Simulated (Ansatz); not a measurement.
## A computed series for GaAs: response to strain

Consider GaAs in the zinc blende structure (space group F-43m, No. 216).

```
GaAs
1.0
    0.00000     2.80140     2.80140
    2.80140     0.00000     2.80140
    2.80140     2.80140     0.00000
Ga As
1 1
Cartesian
  0.00000   0.00000   0.00000
  1.40070   1.40070   1.40070
```

Cartesian axes are those of the cell as printed.

Strains are applied to the cell and any free atomic positions relax.

Calculations: Kohn–Sham DFT with the LDA functional, run in Ansatz (a first-principles code) with PAW and 420 eV plane waves, no SOC.

Base values:

| Property | Result |
|---|---|
| Band gap | 0.49 eV |

Problem. The aim is a band gap between 0.21 eV and 0.29 eV. Which of these changes reaches it?
A) uniaxial strain ε_zz = +1.00 %
B) uniaxial strain ε_zz = −2.50 %
C) uniaxial strain ε_zz = +0.50 %
D) uniaxial strain ε_zz = +2.50 %
E) uniaxial strain ε_zz = −0.50 %

Solution. D, uniaxial strain ε_zz = +2.50 %. It gives 0.25 eV; uniaxial strain ε_zz = +1.00 % gives 0.39 eV; uniaxial strain ε_zz = −0.50 % gives 0.51 eV; uniaxial strain ε_zz = +0.50 % gives 0.44 eV; uniaxial strain ε_zz = −2.50 % gives 0.58 eV. Changes not listed may reach it too

No phonon test of stability was made. A zero or small gap of GaAs under uniaxial strain ε_zz = +2.50 % can be the functional's error rather than a property of the material.
